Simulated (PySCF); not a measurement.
PySCF 2.14.0, WB97X/def2-svp, df: Zr(Me)3(SH) ([CH3][Zr]([CH3])([CH3])[SH]), 15 atoms. The geometry is a generated start, not checked to be a minimum at this level.

```
Quantity                                             Value
-------------------------  -------------------------------
task                                                energy
method                                               wb97x
basis                                             def2-svp
two-electron scheme                        density fitting
mol.max_memory                                     3000 MB
mf.max_cycle                                           100
mf.conv_tol                                1e-09 (default)
mf.grids.level                                 3 (default)
effective core potentials  those of the basis set, past Kr
basis functions                                        141
grid points                                         181704
```

```xyz
15

Zr    -0.3140    -0.0730     0.0257
C      1.0444    -0.9317    -1.5223
H      1.3418    -1.9637    -1.2574
H      1.9690    -0.3436    -1.6538
H      0.5311    -0.9729    -2.5015
C      0.6089    -0.2822     2.0370
H      0.1511    -1.1355     2.5703
H      0.4393     0.6199     2.6516
H      1.6977    -0.4576     2.0018
C     -0.7265     2.0672    -0.4119
H     -1.4192     2.4648     0.3532
H     -1.2237     2.1618    -1.3945
H      0.1698     2.7091    -0.4218
S     -2.4620    -1.3728    -0.0524
H     -1.8077    -2.4899    -0.4240
```

Charge 0 and multiplicity 1 are set for this test and not shown to be the ground state.

With the defaults (mf.diis = true, mf.damp = 0, mf.diis_start_cycle = 1, newton = off, mf.diis_space = 8, mf.diis_damp = 0, mf.init_guess = minao, mf.level_shift = 0, mf.DIIS = CDIIS) it converges in 14 Fock builds. One run each on 2 threads, 1 BLAS thread, with these changes:
- mf.DIIS = EDIIS
- mf.level_shift = 0.1 Hartree
- mf.damp = 0.3, mf.diis_start_cycle = 4
- mf.diis_damp = 0.3
- mf.diis = false
- mf.init_guess = huckel
- mf.level_shift = 1 Hartree
- mf.diis_space = 5
- newton = Hessian by the SCF's own integrals

Name the settings that don't reach the solution of the defaults.

No convergence: mf.diis = false (the run ends without SCF convergence in 100 cycles). The rest reach the solution of the defaults.

```json
[
 {"setting": "the defaults", "Fock builds": "14", "end": "same solution"},
 {"setting": "mf.damp = 0.3, mf.diis_start_cycle = 4", "Fock builds": "14", "end": "same solution"},
 {"setting": "mf.diis_space = 5", "Fock builds": "14", "end": "same solution"},
 {"setting": "mf.diis_damp = 0.3", "Fock builds": "14", "end": "same solution"},
 {"setting": "mf.init_guess = huckel", "Fock builds": "14", "end": "same solution"},
 {"setting": "mf.level_shift = 0.1 Hartree", "Fock builds": "14", "end": "same solution"},
 {"setting": "mf.level_shift = 1 Hartree", "Fock builds": "29", "end": "same solution"},
 {"setting": "newton = Hessian by the SCF's own integrals", "Fock builds": "30", "end": "same solution"},
 {"setting": "mf.DIIS = EDIIS", "Fock builds": "49", "end": "same solution"},
 {"setting": "mf.diis = false", "Fock builds": "101", "end": "no convergence"}
]
```

Under newton the count holds the products with the orbital Hessian.
